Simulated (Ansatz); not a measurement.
**ZnSe: isotropic strain −0.50 %**

Base system: ZnSe in the zinc blende structure (space group F-43m, No. 216; a = 5.666 Å).

Modification: the cell is scaled by 0.9950 in all directions, atoms relaxed at fixed cell.

The values are results of r2SCAN (Ansatz, an electronic-structure program, PAW, scalar-relativistic without spin-orbit coupling), not measurements. Settings: 10×10×10 k-points, 0.05 eV Fermi–Dirac smearing.

```tsv
quantity	base	changed	shift
volume per atom	22.73 Å³	22.39 Å³	-0.34 Å³
shortest interatomic distance	2.453 Å	2.441 Å	-0.012 Å
energy relative to the base (free energy F)	0 meV/atom	+1.0 meV/atom	+1.0 meV/atom
pressure	-0.01 GPa	1.01 GPa	+1.015 GPa
band gap	1.87 eV	1.93 eV	+0.06 eV
gap character	direct at Γ	direct at Γ	–
mean gap deformation potential ΔEg/Δln V	–	-4.3 eV	–
width of the top valence band	2.71 eV	2.78 eV	+0.07 eV
electron mass	0.12 mₑ (at Γ)	0.13 mₑ (at Γ)	–
valley order (the lowest conduction-band minima on the path, energy above the VBM, named in the base's zone)	Γ 1.87 eV; L along ⟨111⟩ 3.05 eV; X along ⟨100⟩ 3.34 eV	Γ 1.93 eV; L along ⟨111⟩ 3.08 eV; X along ⟨100⟩ 3.30 eV	–
```

Final structure:

```
ZnSe
1.0
    0.00000     2.81861     2.81861
    2.81861     0.00000     2.81861
    2.81861     2.81861     0.00000
Zn Se
1 1
Direct
  0.00000   0.00000   0.00000
  0.25000   0.25000   0.25000
```

Cost of the whole job for the changed cell (relaxation, final SCF and bands): roughly 30 core-seconds.

Masses are band curvatures over ±0.01 Å⁻¹ around the edge. Whether these cells are dynamically stable was not tested.
